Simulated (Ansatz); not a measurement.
Seebeck coefficient (μV/K, mean over directions) of n-type Na2PdC2 (P-3m1) against carrier density, Ansatz (a program for electronic structure) with PBEsol, rigid bands. Computed gap 0.72 eV; densities at which minority carriers matter at this gap, or further valleys turn the trend, are left out. Conductivity mass 0.23 mₑ (harmonic mean over directions), N_c = 1.1e19 cm⁻³ at 300 K.

```
electron density  300 K  500 K
----------------  -----  -----
1e18 cm⁻³          -421   -489
3e18 cm⁻³          -327   -395
1e19 cm⁻³          -229   -293
3e19 cm⁻³          -147   -206
1e20 cm⁻³           -79   -122
3e20 cm⁻³           ___    -68
1e21 cm⁻³           ___    ___
```

Problem. Complete the blanks.

Solution. 
- 3e20 cm⁻³, 300 K: -41
- 1e21 cm⁻³, 300 K: -21
- 1e21 cm⁻³, 500 K: -34

Rigid bands with a gap fixed in temperature, one relaxation time for all states, no polarons or phonon drag, and whether or not such doping can be reached. Spin-orbit coupling is left out.

Computed structure with no diffraction record at hand here (it may be known, metastable or hypothetical): Na2PdC2 (P-3m1).
